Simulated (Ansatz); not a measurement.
Data:

```yaml
crystal:
  lattice:
    - [0.00000, 2.71923, 2.71923]
    - [2.71923, 0.00000, 2.71923]
    - [2.71923, 2.71923, 0.00000]
  atoms:
    - { symbol: Ga, position: [0.00000, 0.00000, 0.00000] }
    - { symbol: P, position: [0.25000, 0.25000, 0.25000] }
```

These are PBE with spin-orbit coupling, rigid bands (plane waves, PAW; Ansatz, a quantum-chemistry and plane-wave program) values and carry that method's errors. Cell: cell and atoms relaxed with PBEsol.

Predict the electron conductivity mass (n e² τ/σ) at 300 K, by direction if it differs.

0.35 mₑ.

What conductivity effective mass do dilute holes have at 300 K?

0.49 mₑ.

And the band gap?

1.55 eV at this level; semilocal functionals usually fall short of the measured gap.

Rigid bands, one relaxation time for all states, no polarons. Geometry: cell and atoms relaxed with PBEsol.
